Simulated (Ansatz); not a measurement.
# A computed series for HfO2: pressure series

The reference is HfO2 in the fluorite structure (space group Fm-3m, No. 225; a = 5.0976 Å).

Cell and atoms are relaxed at each pressure.

The values are results of plane-wave PAW DFT at the PBE level (Ansatz, a quantum-chemistry and plane-wave program, 420 eV), no spin-orbit coupling, not measurements.

| pressure (GPa) | volume per atom (Å³/atom) |
|---|---|
| -2 | 11.130 |
| -1 | 11.084 |
| 0 | 11.038 |
| 0.9 | 10.999 |
| 2.1 | ? |
| 4.5 | 10.846 |
| 9 | 10.669 |
| 22.5 | 10.213 |
| 30 | 9.998 |

### Question
Fit the third-order Birch–Murnaghan form P(V) = (3B₀/2)[(V₀/V)^(7/3) − (V₀/V)^(5/3)]·[1 + (3/4)(B₀′ − 4)((V₀/V)^(2/3) − 1)] (squares taken in P) to the rows shown and predict the withheld row.

### Answer
Least squares on the printed values gives V₀ = 11.039 Å³/atom, B₀ = 246 GPa, B₀′ = 4.2; this predicts 10.946 Å³/atom, and the run gives 10.946 Å³/atom, in agreement.

Load acts through the strain it causes; cell and atoms are relaxed under it. Whether these cells are dynamically stable was not tested. Competing high-pressure phases were not computed. This is not the structure that HfO2 has at room temperature and ambient pressure.
